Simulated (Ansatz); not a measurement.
Base system: GaN in the zinc blende structure (space group F-43m, No. 216).

```
CELL_PARAMETERS angstrom
      0.00000     2.24904     2.24904
      2.24904     0.00000     2.24904
      2.24904     2.24904     0.00000
ATOMIC_POSITIONS crystal
  Ga 0.00000 0.00000 0.00000
  N  0.25000 0.25000 0.25000
```

Cartesian axes are those of the cell as printed.

The values are results of PBEsol/PAW in Ansatz (a quantum-chemistry and plane-wave program), no spin-orbit coupling, not measurements.

Strains are applied to the cell and any free atomic positions relax; under biaxial strain the out-of-plane vector relaxes too.

One change was made to it. Results:

The valley order (the lowest conduction-band minima on the path, energy above the VBM, named in the base's zone) goes from Γ 1.70 eV to Γ 1.75 eV; X along [100] 3.19 eV; the energy grows by 2.2 meV/atom; the valence-band top at Γ (three highest levels, from the VBM) becomes 0.00, 0.00, -0.09 eV (base: 0.00, 0.00, 0.00 eV); the electron mass becomes 0.16 mₑ (at Γ) (base: 0.15 mₑ (at Γ)).

**Question.** What was done to the base?
A) biaxial strain −1.25 %, plane normal [111], relaxed out of plane
B) biaxial strain −2.50 %, plane normal [111], relaxed out of plane
C) biaxial strain −0.83 %, plane normal [111], relaxed out of plane

**Answer.** C, biaxial strain −0.83 %, plane normal [111], relaxed out of plane. For comparison, the valley order in the other runs: biaxial strain −2.50 %, plane normal [111], relaxed out of plane gives Γ 1.81 eV; X along [100] 3.10 eV; biaxial strain −1.25 %, plane normal [111], relaxed out of plane gives Γ 1.77 eV; X along [100] 3.17 eV.

The levels and masses belong to the bands next to the band gap. Effective masses come from finite differences of ±0.01 Å⁻¹. Stability against distortions was not tested. This is not the structure that GaN has at room temperature and ambient pressure.
